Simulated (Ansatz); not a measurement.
For SrGaHO2 (model structure, started from the SrVO2H type, P4/mmm, No. 123, 5 atoms in the cell), PBE (plane waves, PAW; Ansatz, a program for electronic structure) gives:

```
Quantity                   Result
-------------------  ------------
lattice parameter a       3.993 Å
lattice parameter c       3.627 Å
bulk modulus B0           117 GPa
cohesive energy      4.24 eV/atom
band gap                  0.58 eV
```

What does r²SCAN (PAW; Ansatz) give for the same quantities?


- lattice constant a: 3.938 Å (decreases by 1.4 %)
- lattice parameter c: 3.601 Å (drops by 0.7 %)
- bulk modulus: 135 GPa (rises by 15 %)
- cohesive energy: 4.45 eV/atom (rises by 0.21 eV/atom)
- band gap: 1.48 eV (increases by 0.90 eV)

Changes are worked out from the printed values.

Unless a cell is named, each level is at its own relaxed cell (PBE 11.57, r²SCAN 11.17 Å³/atom).

Levels without +SOC have no spin–orbit coupling; where heavier elements are present it shifts gaps, mostly down, and can invert bands. Density-functional gaps are differences of (generalised) Kohn–Sham levels.

Caveats: the bulk modulus is −V dP/dV from two relaxed cells at ±2 % in volume (PBE, r²SCAN). Ansatz's density-functional and Hartree–Fock values are scalar-relativistic unless marked +SOC, with PAW data made under PBE.

A model structure was made by putting elements into a prototype or built by hand; it is no filed structure, need not be a known phase, and can be a saddle point held by its symmetry.
